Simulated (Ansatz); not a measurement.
CsCl-type AuZn (cubic form, which distorts at low temperature), treated with PBE (Ansatz, an electronic-structure program, plane waves, PAW).

Run with plane-wave cutoff 520 eV, 12×12×12 k mesh, Fermi–Dirac smearing 0.1 eV, perturbation theory, scalar-relativistic PAW data made under PBE.

Computed at the level's own relaxed cell.

### Question
Predict the zone-centre TO phonon frequency.

### Answer

- zone-centre TO phonon frequency = 128 cm⁻¹

Note: symmetry holds this phase in the static calculation, where it need not be a minimum.

Spin–orbit coupling is not included; it can shift volumes and moduli of such heavy elements.

Computing time: around 4 core-minutes (rough).
